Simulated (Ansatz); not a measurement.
**CH3 on the 1x1 (111) surface of fcc Ag, one in a 2x2 cell, started at the site 'top Ag'**

Calculation: PBE (plane waves to 420 eV, PAW; Ansatz, a program for electronic structure).

Slab: 20 atoms, 7.1 Å thick at the start under the adsorbate (thin: gaps and levels are the slab's own); k 6x6x1, smearing 0.1 eV, dipole-corrected; 8 atoms held, the rest relaxed; start symmetry kept, larger cells not searched; spin-polarised, no spin-orbit, no U, no dispersion correction. The starting moment vanished. At the end it is bonded to Ag. In PBE it is, or lies within 0.03 eV of, the lowest of the starts that converged.

adsorption energy against CH4(g) − ½ H2(g): 1.52 eV
work function of the top face: 4.50 eV
change of the work function: 0.061 eV
change of the step from the bottom to the top vacuum level, against the clean slab: 0.085 eV
energy released by relaxation: 0.061 eV
height of the binding atom over the mean of the host atoms within 0.3 Å of the top one: 4.460 bohr
magnetic moment of the cell: 0.00 μB
nearest host atoms of the binding atom: Ag at 2.18 Å, Ag at 3.80 Å, Ag at 3.80 Å
largest move of a host atom: 0.20 Å
cost: about 10 core-minutes (a rough figure)

A negative adsorption energy means that the adsorbate is more stable on the surface than in its reference.
